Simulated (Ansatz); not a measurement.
A self-consistent single point of LuAg4 (I4, 5 atoms in the cell) with Ansatz (a program for electronic structure).

Computed with PBEsol, default PAW files made with PBE (plane waves; Ansatz).

```
LuAg4
1.0
   -3.31879     3.31879     2.07391
    3.31879    -3.31879     2.07391
    3.31879     3.31879    -2.07391
Lu Ag
1 4
Direct
  0.01205   0.01205   0.00000
  0.59819   0.80284   0.40103
  0.40181   0.19716   0.59897
  0.80284   0.40181   0.20465
  0.19716   0.59819   0.79535
```

Reference input (self-consistent single point, DFT, PBEsol, plane waves, default PAW files made with PBE): basis.ecutwfc = 420 eV; kpoints.mp_grid.grid = 7 7 7; hamiltonian.xc = pbesol; hamiltonian.pseudopotentials = {kind: paw} (the program's default PAW files); scf.occupations.method = gaussian; scf.occupations.width = 0.1 eV. This run's input differs from it in these lines:

Ansatz 0.2 input:
```diff
@@ -14,3 +14,3 @@
 kpoints:
-  mp_grid: { grid: [7, 7, 7] }
+  mp_grid: { grid: [12, 12, 12] }
 hamiltonian:
@@ -19,3 +19,3 @@
 scf:
-  occupations: { method: gaussian, width: 0.1 }
+  occupations: { method: gaussian, width: 0.01 }
 output:
```

Log, with long lists cut:

```
SCF iter   1: F=—  HF=-44701.670526 eV  |F-HF|=—  |Δ(HF+E_count)|=         —  Δρ=9.11e-3  dr2=7.58e-2  ethr=1.77e-3  ⟨swp⟩=5.3  Hψ=63443  notcnv=0  defer=22
all-band conjugate gradients solve this SCF's bands
preconditioner: auto → Kerker (q_TF=auto, 2.774 Å⁻¹)
SCF iter   2: F=—  HF=-44701.648275 eV  |F-HF|=—  |Δ(HF+E_count)|=   2.23e-2  Δρ=2.25e-3  dr2=4.39e-3  ethr=7.50e-5  ⟨swp⟩=3.0  Hψ=32077  notcnv=0  defer=1012
   [... lines left out ...]
SCF iter   5: F=—  HF=-44701.647065 eV  |F-HF|=—  |Δ(HF+E_count)|=   1.45e-4  Δρ=1.41e-4  dr2=3.56e-5  ethr=2.36e-7  ⟨swp⟩=3.1  Hψ=28794  notcnv=0  defer=1012
SCF iter   6: F=—  HF=-44701.647069 eV  |F-HF|=—  |Δ(HF+E_count)|=   4.06e-6  Δρ=5.84e-5  dr2=3.34e-6  ethr=3.52e-8  ⟨swp⟩=2.2  Hψ=25196  notcnv=0  defer=1012
SCF iter   7: F=—  HF=-44701.647069 eV  |F-HF|=—  |Δ(HF+E_count)|=   5.22e-7  Δρ=1.67e-5  dr2=2.41e-7  ethr=3.31e-9  ⟨swp⟩=2.0  Hψ=26181  notcnv=0  defer=1012
SCF iter   8: F=-44701.647069 eV  HF=-44701.647069 eV  |F-HF|=2.28e-8  |Δ(HF+E_count)|=   1.10e-7  Δρ=4.80e-6  dr2=2.41e-8  ethr=9.90e-11  ⟨swp⟩=11.8  Hψ=97135  notcnv=0
SCF 1 converged in 8 iterations: F = -44701.647069 eV  dr2 = 2.41e-8
Free energy (F): -44701.647069 eV
Internal energy: -44701.646976 eV  (E = F + TS)
E sigma→0 (E₀):  -44701.647022 eV
Entropy (-TS):   -0.000092 eV (-0.018 meV/atom)
Fermi energy:    17.482521 eV
--- Forces (eV/Å), atoms counted from 1 ---
  atom   1  Lu     0.00000000    -0.00000000    -0.36244803
  atom   2  Ag     0.05446959    -0.04101480     0.09060958
  atom   3  Ag    -0.05446959     0.04101480     0.09060958
  atom   4  Ag     0.04101480     0.05446959     0.09060958
  atom   5  Ag    -0.04101480    -0.05446959     0.09060958
--- Stress (GPa, compression-positive) ---
       -1.116973      -0.000000       0.000000
        0.000000      -1.116973       0.000000
       -0.000000       0.000000      -1.628936
  P = ⅓ Tr σ = -1.2876 GPa (-12.876 kbar)
  The stress holds the Pulay correction. Without it, at fixed plane waves, as pw.x and ABINIT print it: P = -1.3350 GPa
```

The run converged in 8 iterations. Against the reference run the free energy hardly moves (within 1 meV/atom), the pressure stays near -1.29 GPa while the zz stress (positive for compression) goes from -2.25 to -1.63 GPa and the largest force moves little (0.365 to 0.362 eV/Å).

The starting cell comes from a database of computed structures (which also holds hypothetical and non-ambient phases and stackings), without a prior relaxation at this level. Its lattice was rescaled by up to half a per cent. One atom was moved a little off its site on purpose. Ansatz's pressure includes its estimate of the finite-basis (Pulay) stress.

Cost on one core of a shared machine: roughly 2 min.
